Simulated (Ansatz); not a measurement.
A computed series for hypothetical diamond Al: pressure series

Consider Al in the diamond structure (space group Fd-3m, No. 227; a hypothetical phase, not in the database extracts checked).

```
Al
1.0
    0.00000     2.99761     2.99761
    2.99761     0.00000     2.99761
    2.99761     2.99761     0.00000
Al
2
Direct
  0.75000   0.75000   0.75000
  0.50000   0.50000   0.50000
```

Cell and atoms are relaxed at each pressure.

Method: PBEsol (Ansatz, a quantum-chemistry and plane-wave program, PAW, no spin-orbit coupling).

Notes on the quantities. enthalpy: H = E + PV relative to the base's energy.

| change | volume per atom | enthalpy |
|---|---|---|
| base | 26.94 Å³ | – |
| pressure −2 GPa | 28.50 Å³ | -0.35 eV/atom |
| pressure −1 GPa | 27.65 Å³ | -0.17 eV/atom |
| pressure 0.3 GPa | 26.74 Å³ | +0.05 eV/atom |
| pressure 0.7 GPa | … | +0.12 eV/atom |
| pressure 1.5 GPa | 26.01 Å³ | +0.25 eV/atom |
| pressure 3 GPa | 25.22 Å³ | +0.49 eV/atom |
| pressure 5 GPa | 24.32 Å³ | +0.80 eV/atom |
| pressure 7.5 GPa | 23.38 Å³ | +1.17 eV/atom |
| pressure 10 GPa | 22.58 Å³ | +1.53 eV/atom |

Problem. What belongs in the blanks?

Solution. 
- pressure 0.7 GPa, volume per atom: 26.48 Å³

Load acts through the strain it causes; cell and atoms are relaxed under it. No phonon test of stability was made. No other phases were tried under pressure.
